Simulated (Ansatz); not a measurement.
We consider Sb2Se3 (model structure, started from the A-La2O3 type, P-3m1, No. 164, 5 atoms in the cell), described by r²SCAN (PAW; Ansatz, a program for electronic structure).

Run with plane-wave cutoff 560 eV, 18×18×6 k mesh (along the axes of the cell as run), Fermi–Dirac smearing 0.05 eV, scalar-relativistic PAW data made under PBE.

Cell (relaxed with PBEsol):

Sb2Se3 has the trigonal space group P-3m1 (No. 164), Pearson symbol hP5. Conventional cell: a = 4.003 Å, b = 4.003 Å, c = 9.783 Å, α = 90.00°, β = 90.00°, γ = 120.00°. Sb on 2d sees 3 Se at 2.786 Å and 3 Se at 2.969 Å (octahedral). Se1 on 1a is surrounded by 6 Sb at 2.969 Å (octahedral). Se2 on 2d is coordinated by 3 Sb at 2.786 Å (trigonal pyramidal). (Neighbours: up to the widest gap in distance over summed covalent radii, below 1.35, at either atom.)

Task: Estimate the band gap that the calculation returns.

Result: 
- band gap: 0.22 eV (on the SCF k mesh)

Note: the relaxation could raise the start's symmetry but not lower it, so the cell can be a saddle point; cell and atoms aren't relaxed at this level (largest force component 0.13 eV/Å, pressure 1.7 GPa).

Spin–orbit coupling is not included; it can close the smallest gap of 0.22 eV.

It cost roughly 2.4 core-minutes of CPU time.

A model structure was made by putting elements into a prototype or built by hand; it is no filed structure, need not be a known phase, and can be a saddle point held by its symmetry.
